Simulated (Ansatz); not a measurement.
Start from GaN in the zinc blende structure (space group F-43m, No. 216).

```xyz
2
Lattice="0.0000 2.2743 2.2743 2.2743 0.0000 2.2743 2.2743 2.2743 0.0000" Properties=species:S:1:pos:R:3 pbc="T T T"
N      3.4114     3.4114     3.4114
Ga     0.0000     0.0000     0.0000
```

Computed with Ansatz (a quantum-chemistry and plane-wave program) PBE, scalar-relativistic without spin-orbit coupling.

Base values:

| Quantity | Value |
|---|---|
| Hole mass | 0.14, 0.90, 0.90 mₑ (at Γ) |
| Valley order | Γ 1.54 eV; X along ⟨100⟩ 3.35 eV |
| Density | 5.91 g/cm³ |

Modification: a hydrostatic pressure of 18 GPa.

Question: Predict the new hole mass, mean gap deformation potential ΔEg/Δln V, valley order and density.

Answer: The hole mass (degenerate bands, along [100]) goes from 0.14, 0.90, 0.90 mₑ (at Γ) to 0.19, 0.85, 0.85 mₑ (at Γ); the mean gap deformation potential ΔEg/Δln V amounts to -6.4 eV; the valley order (the lowest conduction-band minima on the path, energy above the VBM, named in the base's zone) becomes Γ 2.09 eV; X along ⟨100⟩ 3.37 eV (base: Γ 1.54 eV; X along ⟨100⟩ 3.35 eV); the density rises by 0.53 g/cm³ to 6.44 g/cm³.

Load acts through the strain it causes; cell and atoms are relaxed under it. Masses are band curvatures over ±0.01 Å⁻¹ around the edge. Whether these cells are dynamically stable was not tested. Tetrahedral semiconductors of this kind turn to denser phases somewhere between about 1 and 50 GPa; those were not computed, so compressed cells here can lie past the real transition. This is not the structure that GaN has at room temperature and ambient pressure.
